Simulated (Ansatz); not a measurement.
## MoTe2, pressure series

Base system: MoTe2 (space group P6_3/mmc, No. 194; a = 3.4966 Å, c = 13.6959 Å; layered, stacked along the Cartesian z axis).

Cell and atoms are relaxed at each pressure.

Computed with PBE-D3(BJ) in Ansatz (plane waves to 420 eV, PAW, scalar-relativistic without spin-orbit coupling).

| variant | gap character | density | band gap |
|---|---|---|---|
| base | indirect, Γ → K–Γ (44 % along) | 8.04 g/cm³ | 0.60 eV |
| pressure −2 GPa | indirect, K → K–Γ (40 % along) | 7.55 g/cm³ | 0.80 eV |
| pressure −1 GPa | indirect, Γ → K–Γ (44 % along) | 7.84 g/cm³ | 0.68 eV |
| pressure 0.3 GPa | indirect, Γ → K–Γ (44 % along) | 8.09 g/cm³ | 0.58 eV |
| pressure 0.7 GPa | indirect, K–Γ (81 % along) → K–Γ (44 % along) | [?] | [?] |
| pressure 1.5 GPa | indirect, K–Γ (81 % along) → K–Γ (44 % along) | 8.28 g/cm³ | 0.46 eV |
| pressure 5 GPa | indirect, K–Γ (87 % along) → K–Γ (44 % along) | 8.71 g/cm³ | 0.19 eV |
| pressure 7.5 GPa | – | 8.97 g/cm³ | zero |
| pressure 10 GPa | – | 9.20 g/cm³ | zero |

Q: Some entries are withheld; estimate them.

A: 
- pressure 0.7 GPa, density: 8.16 g/cm³
- pressure 0.7 GPa, band gap: 0.54 eV

A case with no gap was solved on a k-mesh chosen for an insulator, which is coarse for it. Spin-orbit coupling, missing from the scalar runs, can matter with Te. Load acts through the strain it causes; cell and atoms are relaxed under it. Whether these cells are dynamically stable was not tested. No other phases were tried under pressure. The final runs are not spin-polarised. Gaps under 0.05 eV, about the width of the smearing, are given as zero. The D3 term's C6 switches between coordination references near this geometry, which can add small steps to energies. A zero or small gap of MoTe2 under pressure 5 GPa, MoTe2 under pressure 7.5 GPa and MoTe2 under pressure 10 GPa can be the functional's error rather than a property of the material.

Ansatz is an electronic-structure program.
